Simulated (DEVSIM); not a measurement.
Structure: Ru/SiO2/n-Si capacitor, at 300 K.

```
layer (left to right)  material  thickness (nm)  Nd (cm⁻³)
---------------------  --------  --------------  ---------
1                          SiO2            1.80          -
2                            Si            3100     3.5e16
```

Metal gate on the left, work function 4.7 eV. Fixed charge at the semiconductor interface 0 cm⁻² (in units of +e); no interface traps.

The device is made up for the run: typed textbook-type constants, with dimensions and the other settings drawn at random. Values at 300 K.

| parameter | SiO2 | Si |
|---|---|---|
| gap (eV) | 9 | 1.124 |
| affinity (eV) | 0.9 | 4.05 |
| permittivity | 3.9 | 11.7 |
| Nc (cm⁻³) | - | 2.86e19 |
| Nv (cm⁻³) | - | 3.1e19 |

Model (solved in DEVSIM): 1D Poisson equation in equilibrium, Boltzmann statistics, complete ionisation; no quantum confinement or tunnelling. Metal contacts follow the ideal Schottky-Mott rule: no Fermi-level pinning, no interface dipoles.

Question: Give the band bending (positive: bands bend down) and minority sheet density.

Answer: 
```json
[
 {"Vg (V)": "-0.7", "ψs (V)": "-0.942", "minority carriers (cm⁻²)": "2.2e12"},
 {"Vg (V)": "-0.4", "ψs (V)": "-0.822", "minority carriers (cm⁻²)": "5.8e10"},
 {"Vg (V)": "-0.1", "ψs (V)": "-0.537", "minority carriers (cm⁻²)": "< 1e8"},
 {"Vg (V)": "0.2", "ψs (V)": "-0.250", "minority carriers (cm⁻²)": "< 1e8"},
 {"Vg (V)": "0.5", "ψs (V)": "0.018", "minority carriers (cm⁻²)": "< 1e8"},
 {"Vg (V)": "0.8", "ψs (V)": "0.152", "minority carriers (cm⁻²)": "< 1e8"}
]
```
